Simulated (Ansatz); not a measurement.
Take GaN in the wurtzite structure (space group P6_3mc, No. 186; a = 3.183 Å, c = 5.184 Å) as the base. Axes: x lies along a and z along c of the hexagonal cell.

Calculations: r2SCAN (Ansatz, a quantum-chemistry and plane-wave program), no spin-orbit coupling.

Strains are applied to the cell and any free atomic positions relax.

One change was made to it. Results:

```csv
quantity,base,after
energy relative to the base (free energy F),0 meV/atom,+1.0 meV/atom
electron mass,"0.17 mₑ along c, 0.19 mₑ across (at Γ)","0.17 mₑ along z, 0.19 mₑ across (at Γ)"
"valence-band top at Γ (three highest levels, from the VBM)","0.00, 0.00, -0.04 eV","0.00, -0.03, -0.10 eV"
```

Q: Name the change that was made.
(A) tensor shear ε_yz = −0.86 %
(B) tensor shear ε_yz = −2.01 %
(C) isotropic strain +5.67 %

A: A, tensor shear ε_yz = −0.86 %. For comparison, the energy relative to the base in the other runs: tensor shear ε_yz = −2.01 % gives +5.6 meV/atom; isotropic strain +5.67 % gives +168 meV/atom.

The levels and masses belong to the bands next to the band gap. Effective masses come from finite differences of ±0.01 Å⁻¹. Stability against distortions was not tested.
